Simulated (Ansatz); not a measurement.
LaBr3 (P6₃/m, No. 176) was calculated with PBEsol-D3(BJ) (plane waves, PAW; Ansatz, an electronic-structure program).

Run with plane-wave cutoff 520 eV, 6×6×8 k mesh (along the axes of the cell as run), Fermi–Dirac smearing 0.01 eV, scalar-relativistic PAW data made under PBE.

The cell is scaled about its equilibrium volume:

Shape and atoms are relaxed at each volume.

```json
[
 {"V (Å³/atom)": "27.584", "P (GPa)": "1.61", "direct gap at Γ (eV)": "3.121", "c (Å)": "4.433", "a (Å)": "7.581"},
 {"V (Å³/atom)": "28.158", "P (GPa)": "0.76", "direct gap at Γ (eV)": "3.153", "c (Å)": "4.435", "a (Å)": "7.659"},
 {"V (Å³/atom)": "28.733", "P (GPa)": "0.00", "direct gap at Γ (eV)": "3.168", "c (Å)": "4.439", "a (Å)": "7.733"},
 {"V (Å³/atom)": "29.308", "P (GPa)": "-0.68", "direct gap at Γ (eV)": "3.161", "c (Å)": "4.445", "a (Å)": "7.804"},
 {"V (Å³/atom)": "29.882", "P (GPa)": "-1.27", "direct gap at Γ (eV)": "3.149", "c (Å)": "4.451", "a (Å)": "7.875"}
]
```

The gap at Γ does not follow one straight line over these volumes.

Measured, for comparison: band gap 5.9 eV (temperature not stated, no zero-point or thermal correction, literature value; as tabulated in Przystupa et al. (2023), doi:10.3390/ma16145085).

Note: the volume lies 7 % below that of the published cell; the bulk modulus comes from volumes at which shape and atoms were relaxed.

Spin–orbit coupling is not included.
